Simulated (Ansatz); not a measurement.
Consider BN in the zinc blende structure (space group F-43m, No. 216; a = 3.610 Å). Axes: x, y, z lie along the cube axes.

Calculations: r2SCAN/PAW in Ansatz (a program for electronic structure), no spin-orbit coupling.

Base values:

The band gap is 5.00 eV.

Now apply this change: tensile biaxial strain of 0.50 % in the plane normal to [001], as in epitaxy on a mismatched substrate; the out-of-plane cell vector and the atoms relax.

### Question
What happens to the in-plane stress?

### Answer
The mean in-plane stress (compression positive) comes out as -4.5 GPa.

### Question
What happens to the band gap?

### Answer
The band gap shrinks by 0.14 eV, from 5.00 eV to 4.86 eV.

Whether these cells are dynamically stable was not tested.
